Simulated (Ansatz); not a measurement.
```yaml
crystal:
  lattice:
    - [0.00000, 2.79473, 2.79473]
    - [2.79473, 0.00000, 2.79473]
    - [2.79473, 2.79473, 0.00000]
  atoms:
    - { symbol: Br, position: [0.00000, 0.00000, 0.00000] }
    - { symbol: Li, position: [0.50000, 0.50000, 0.50000] }
```

No spin polarisation.

The values are results of PBE/PAW in Ansatz (a program for electronic structure), scalar-relativistic without spin-orbit coupling, not measurements. Γ-centred 10×10×10 mesh, Fermi–Dirac width 0.05 eV.

Task: Predict the band gap.

Result: 4.73 eV.

Task: Estimate the electron mass.

Result: 0.35 mₑ (at Γ).

Task: Predict the width of the top valence band.

Result: 1.06 eV.

Load acts through the strain it causes; cell and atoms are relaxed under it. Masses are band curvatures over ±0.01 Å⁻¹ around the edge. No phonon test of stability was made. The cell was made from LiBr in the rock salt structure (space group Fm-3m, No. 225) by this change: pressure −1 GPa.
